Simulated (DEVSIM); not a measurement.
Device: Si p+/n-/n+ power diode, at 300 K.

Layer 1 from the left is Si, thickness (μm) 3.10, Na (cm⁻³) 1.3e18, τn (s) 8.8e-7, τp (s) 8.8e-7. Layer 2 from the left is Si, thickness (μm) 17.0, Nd (cm⁻³) 2.6e14, τn (s) 8.8e-7, τp (s) 8.8e-7. Layer 3 from the left is Si, thickness (μm) 2.30, Nd (cm⁻³) 1.9e18, τn (s) 8.8e-7, τp (s) 8.8e-7.

Left contact: ohmic. Right contact: ohmic. Voltage is applied to the left contact. Recombination: SRH at mid-gap. Gap narrowing is on: ΔEg = 6.92 meV × (l + √(l² + 0.5)), l = ln(N/1.3e17 cm⁻³), shared equally by both band edges. Mobility is constant in doping.

The device is made up for the run: typed textbook-type constants, with dimensions and the other settings drawn at random. Values at 300 K.

Si: gap (eV) 1.124, affinity (eV) 4.05, permittivity 11.7, Nc (cm⁻³) 2.86e19, Nv (cm⁻³) 3.1e19, μn (cm²/Vs) 1417, μp (cm²/Vs) 470.

Model (solved in DEVSIM): 1D drift-diffusion, Boltzmann statistics, complete ionisation; no tunnelling, impact ionisation, image-force lowering or self-heating.

What does the simulation give for the dark forward voltage at 1 A/cm², the dark forward voltage at 100 A/cm², the potential step across the device at zero bias?

dark forward voltage at 1 A/cm² 0.647 V; dark forward voltage at 100 A/cm² 0.793 V; potential step across the device at zero bias 0.937 V.
